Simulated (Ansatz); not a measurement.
Partial pair distribution functions of a relaxed model of amorphous In9Ga9Zn9O36H2, broadened by 0.06 Å; density 5.45 g/cm³. Method: PBE, scalar-relativistic without spin-orbit coupling (plane waves to 420 eV, PAW; Ansatz, a program for electronic structure). The usual formal charges leave 2 electrons over, so the level spacing at the Fermi energy parts defect or band states and needn't be the band gap.

A CHGNet melt-quench gave the starting glass, which DFT then relaxed. O atoms were pushed apart under 1.9 Å during the dynamics, to hinder bonds among them. The hot cell started wider than the set density and was brought back towards it in steps. It is the lowest in DFT energy of 2 quenches. It is a model cell: composition and starting density were chosen by hand, and all elements were melted together. No dispersion term was used. Its density started from a set value of 5.64 and ended at 5.45 g/cm³. The simulated quench (nominally 280 K/ps over its main leg) is rapid and tends to freeze in more defects than a deposited or slowly cooled glass has. Values belong to this one cell and scatter from quench to quench. Volume and shape were free in the relaxation.

| r (Å) | g In-O | g Ga-O | g In-In | g Ga-Ga |
|---|---|---|---|---|
| 1.60 | 0.00 | 0.00 | 0.00 | 0.00 |
| 1.70 | 0.00 | 0.28 | 0.00 | 0.00 |
| 1.80 | 0.00 | 4.62 | 0.00 | 0.00 |
| 1.90 | 0.02 | 10.58 | 0.00 | 0.00 |
| 2.00 | 0.99 | 5.30 | 0.00 | 0.00 |
| 2.10 | 6.07 | 1.19 | 0.00 | 0.00 |
| 2.20 | 7.72 | 0.37 | 0.00 | 0.00 |
| 2.30 | 4.49 | 0.05 | 0.00 | 0.00 |
| 2.40 | 1.02 | 0.00 | 0.00 | 0.00 |
| 2.50 | 0.23 | 0.00 | 0.00 | 0.00 |
| 2.60 | 0.02 | 0.05 | 0.00 | 0.00 |
| 2.70 | 0.00 | 0.19 | 0.00 | 0.00 |
| 2.80 | 0.04 | 0.04 | 0.00 | 0.00 |
| 2.90 | 0.20 | 0.00 | 0.00 | 0.03 |
| 3.00 | 0.23 | 0.04 | 0.00 | 0.67 |
| 3.10 | 0.20 | 0.20 | 0.00 | 1.33 |
| 3.20 | 0.10 | 0.41 | 0.20 | 2.74 |
| 3.30 | 0.18 | 0.83 | 1.89 | 3.26 |
| 3.40 | 0.40 | 1.24 | 4.26 | 2.64 |
| 3.50 | 1.04 | 0.72 | 2.60 | 0.43 |
| 3.60 | 0.83 | 0.86 | 1.16 | 0.32 |
| 3.70 | 0.74 | 0.80 | 0.76 | 0.80 |
| 3.80 | 0.83 | 0.75 | 1.11 | 0.13 |
| 3.90 | 1.21 | 0.86 | 3.04 | 0.01 |
| 4.00 | 1.19 | 1.33 | 3.65 | 0.28 |
| 4.10 | 1.03 | 1.45 | 1.49 | 1.37 |
| 4.20 | 0.95 | 1.11 | 0.66 | 0.94 |
| 4.30 | 1.11 | 1.24 | 0.07 | 0.48 |
| 4.40 | 1.44 | 1.73 | 0.00 | 0.59 |
| 4.50 | 1.66 | 1.70 | 0.02 | 0.24 |
| 4.60 | 1.41 | 1.34 | 0.36 | 0.90 |
| 4.70 | 1.46 | 1.53 | 0.39 | 0.81 |

Within 2.62 Å each In has 5.22 O neighbours on average.
